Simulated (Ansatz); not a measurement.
Stishovite (SiO2), treated with PBE-D4 (Ansatz, a first-principles code, PAW).

Numerical settings: plane-wave cutoff 520 eV, 8×8×12 k mesh (along the axes of the cell as run), Fermi–Dirac smearing 0.01 eV, scalar-relativistic PAW data made under PBE.

The cell is scaled about its equilibrium volume:

Shape and atoms are relaxed at each volume.

```tsv
V (Å³/atom)	P (GPa)	direct gap at Γ (eV)	c (Å)	a (Å)
7.585	12.67	5.956	2.660	4.137
7.743	5.94	5.622	2.672	4.170
7.901	-0.01	5.309	2.682	4.204
8.059	-5.23	5.019	2.692	4.239
8.217	-9.77	4.753	2.699	4.274
```

A straight line through the gaps at Γ against ln V gives a volume deformation potential dE_g(Γ)/d ln V of -15.0 eV: the gap at Γ widens under compression.

Note: the bulk modulus comes from volumes at which shape and atoms were relaxed.
